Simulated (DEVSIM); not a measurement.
System: Mo/SiO2/n-Ge capacitor, at 400 K.

Layer 1 from the left is SiO2, thickness (nm) 42.0. Layer 2 from the left is Ge, thickness (nm) 1900, Nd (cm⁻³) 1e17.

Metal gate on the left, work function 4.6 eV. Fixed charge at the semiconductor interface 1.1e11 cm⁻² (in units of +e); no interface traps.

The device is made up for the run: typed textbook-type constants, with dimensions and the other settings drawn at random. Values at 300 K; Nc and Nv go as T^1.5, mobilities as T to minus their exponent, the gap by Varshni's rule with the affinity fixed.

SiO2: gap (eV) 9, affinity (eV) 0.9, permittivity 3.9. Ge: gap (eV) 0.664, affinity (eV) 4, permittivity 16, Nc (cm⁻³) 1.04e19, Nv (cm⁻³) 6e18, Varshni α (eV/K) 0.000477, Varshni β (K) 235.

Simulated with DEVSIM: 1D Poisson equation in equilibrium, Boltzmann statistics, complete ionisation; no quantum confinement or tunnelling. Metal contacts follow the ideal Schottky-Mott rule: no Fermi-level pinning, no interface dipoles.

Task: What does the simulation give for the minimum of the low-frequency capacitance, the flat-band voltage?

Result: minimum of the low-frequency capacitance 0.0634 μF/cm²; flat-band voltage 0.21 V.
